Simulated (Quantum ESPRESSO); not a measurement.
Quantum ESPRESSO run on WO₂F (P1, 8 atoms in the cell): self-consistent single point.

Method: PBEsol, GBRV 1.5 ultrasoft (PBESOL) pseudopotentials (plane waves; Quantum ESPRESSO).

The change in words: atoms moved at random. Reference geometry:
```yaml
crystal:
  lattice:
    - [4.83957, -2.67728, 0.00000]
    - [4.83957, 2.67728, 0.00000]
    - [-2.96845, 0.00000, 4.46549]
  atoms:
    - { symbol: W, position: [0.50000, 0.00000, 0.00000] }
    - { symbol: W, position: [0.00000, 0.50000, 0.50000] }
    - { symbol: O, position: [0.24749, 0.23951, 0.73953] }
    - { symbol: O, position: [0.75251, 0.76049, 0.26047] }
    - { symbol: O, position: [0.76049, 0.75251, 0.76047] }
    - { symbol: O, position: [0.23951, 0.24749, 0.23953] }
    - { symbol: F, position: [0.26793, 0.73207, 0.75000] }
    - { symbol: F, position: [0.73207, 0.26793, 0.25000] }
```

Reference input (self-consistent single point, DFT, PBEsol, plane waves, GBRV 1.5 ultrasoft (PBESOL) pseudopotentials): ecutwfc = 40 Ry; ecutrho = 320 Ry; occupations = smearing; smearing = gaussian; degauss = 0.0099958 Ry; potentials = {W: w_pbesol_v1.2.uspp.F.UPF, O: o_pbesol_v1.2.uspp.F.UPF, F: f_pbesol_v1.4.uspp.F.UPF}; K_POINTS = automatic 4 4 4 0 0 0; conv_thr = 1e-09 Ry. This run's input differs from it in these lines:

```diff
@@ -26,10 +26,10 @@
 ATOMIC_POSITIONS crystal
-W     0.500000000    0.000000000    0.000000000
-W     0.000000000    0.500000000    0.500000000
-O     0.247490000    0.239510000    0.739530000
-O     0.752510000    0.760490000    0.260470000
-O     0.760490000    0.752510000    0.760470000
-O     0.239510000    0.247490000    0.239530000
-F     0.267930000    0.732070000    0.750000000
-F     0.732070000    0.267930000    0.250000000
+W     0.493274000    0.008134000    0.003822000
+W     0.006498000    0.481543000    0.501874000
+O     0.271981000    0.222149000    0.727564000
+O     0.744195000    0.767759000    0.252100000
+O     0.753969000    0.750272000    0.759675000
+O     0.227597000    0.253773000    0.245182000
+F     0.276186000    0.738519000    0.759394000
+F     0.726300000    0.277851000    0.250390000
 K_POINTS automatic
```

Log, with long lists cut:

```
     Self-consistent Calculation

     iteration #  1     ecut=    40.00 Ry     beta= 0.70

     negative rho (up, down):  1.251E-01 0.000E+00

     total energy              =    -543.04078147 Ry
     estimated scf accuracy    <       2.44978558 Ry

     iteration #  2     ecut=    40.00 Ry     beta= 0.70

     negative rho (up, down):  1.300E-01 0.000E+00

     total energy              =    -541.82839300 Ry
     estimated scf accuracy    <      13.62645407 Ry

     iteration #  3     ecut=    40.00 Ry     beta= 0.70

     negative rho (up, down):  1.293E-01 0.000E+00

     total energy              =    -544.35489523 Ry
     estimated scf accuracy    <       0.45223926 Ry

   [... 10 blocks of this kind left out ...]

     iteration # 14     ecut=    40.00 Ry     beta= 0.70

     negative rho (up, down):  1.292E-01 0.000E+00

     total energy              =    -544.37229571 Ry
     estimated scf accuracy    <          1.5E-09 Ry

     iteration # 15     ecut=    40.00 Ry     beta= 0.70

     negative rho (up, down):  1.292E-01 0.000E+00
     End of self-consistent calculation

     the Fermi energy is     7.8619 ev

!    total energy              =    -544.37229571 Ry
     estimated scf accuracy    <          2.3E-10 Ry
     smearing contrib. (-TS)   =      -0.00132185 Ry
     internal energy E=F+TS    =    -544.37097386 Ry

     convergence has been achieved in  15 iterations

     negative rho (up, down):  1.292E-01 0.000E+00

     Forces acting on atoms (cartesian axes, Ry/au):

     atom    1 type  1   force =    -0.00195390   -0.07813587    0.01817338
     atom    2 type  1   force =     0.05436721    0.14443322    0.03006920
     atom    3 type  2   force =    -0.01700027    0.03717847    0.00788316
     atom    4 type  2   force =    -0.02871423   -0.03410553    0.04499823
     atom    5 type  2   force =     0.01502323   -0.02993072   -0.00827550
   [... lines left out ...]
     Total force =     0.220971     Total SCF correction =     0.000039
   [... lines left out ...]

     negative rho (up, down):  1.292E-01 0.000E+00
          total   stress  (Ry/bohr**3)                   (kbar)     P=        3.73
  -0.00004524   0.00000964  -0.00010220           -6.65        1.42      -15.03
   0.00000964   0.00003492  -0.00005942            1.42        5.14       -8.74
  -0.00010220  -0.00005942   0.00008643          -15.03       -8.74       12.71

   JOB DONE.
```

The run converged in 15 iterations. Against the reference run the free energy goes up by 60.0 meV/atom, the pressure goes from -1.40 to 0.37 GPa and the largest force goes from 0.058 to 4.043 eV/Å.

The starting cell comes from a database of computed structures (which also holds hypothetical and non-ambient phases and stackings), without a prior relaxation at this level. For this run, on top of that: atoms moved at random. Spin polarisation is off. Forces in this geometry exceed 1 eV/Å.

Cost on one core of a shared machine: roughly 2 min.
